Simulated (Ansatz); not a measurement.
The reference is Hf in the hcp (Mg type) structure (space group P6_3/mmc, No. 194; a = 3.117 Å, c = 4.950 Å; relaxed with 0.1 eV smearing). Axes: x lies along a and z along c of the hexagonal cell.

All numbers come from plane-wave PAW DFT at the LDA level (Ansatz, a first-principles code, 420 eV), no spin-orbit coupling.

The change: the cell is stretched by 1.50 % along x with no lateral relaxation; the atoms relax in the strained cell.

Estimate the effect on the stress and energy relative to the base.

The stress (xx, yy, zz, yz, xz, xy; compression positive) is (-2.7, -1.3, -1.2, 0.0, 0.0, 0.0) GPa; the energy increases by 2.6 meV/atom.

No phonon test of stability was made. The final runs are not spin-polarised.
